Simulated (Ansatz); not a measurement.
YGe (model structure, started from the WC type, P-6m2, No. 187, 2 atoms in the cell)

Method: r²SCAN (Ansatz, a quantum-chemistry and plane-wave program, plane waves, PAW).

Settings: plane-wave cutoff 500 eV, 12×12×10 k mesh (along the axes of the cell as run), Fermi–Dirac smearing 0.05 eV, scalar-relativistic PAW data made under PBE.

Cell (relaxed at this level):

```xyz
2
Lattice="3.8106 0.0000 0.0000 -1.9053 3.3000 0.0000 0.0000 0.0000 4.0512" Properties=species:S:1:pos:R:3 pbc="T T T"
Y      0.0000     0.0000     0.0000
Ge     1.9053     1.1000     2.0256
```

```yaml
band_gap: none
```

Note: the relaxation could raise the start's symmetry but not lower it, so the cell can be a saddle point.

Spin–orbit coupling is not included.

The computed numbers hold no vibrational or temperature effects.

Computing time: roughly 2.2 core-minutes.

A model structure was made by putting elements into a prototype or built by hand; it is no filed structure, need not be a known phase, and can be a saddle point held by its symmetry.
